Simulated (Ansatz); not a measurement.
Take Zr in the hcp (Mg type) structure (space group P6_3/mmc, No. 194; a = 3.246 Å, c = 5.151 Å) as the base.

Level of theory: Kohn–Sham DFT with the r2SCAN functional, run in Ansatz (an electronic-structure program) with PAW and 500 eV plane waves, scalar-relativistic without spin-orbit coupling, earlier PAW set.

For the base:

| Quantity | Result |
|---|---|
| Lattice parameter a | 3.246 Å |

One thing is altered: full substitution Zr → La; the structure is relaxed again.

**Question.** What does the calculation give for the lattice parameter a after the change?

**Answer.** The lattice parameter a increases by 0.568 Å (3.246 Å → 3.814 Å).

Stability against distortions was not tested. All final runs are without spin polarisation.
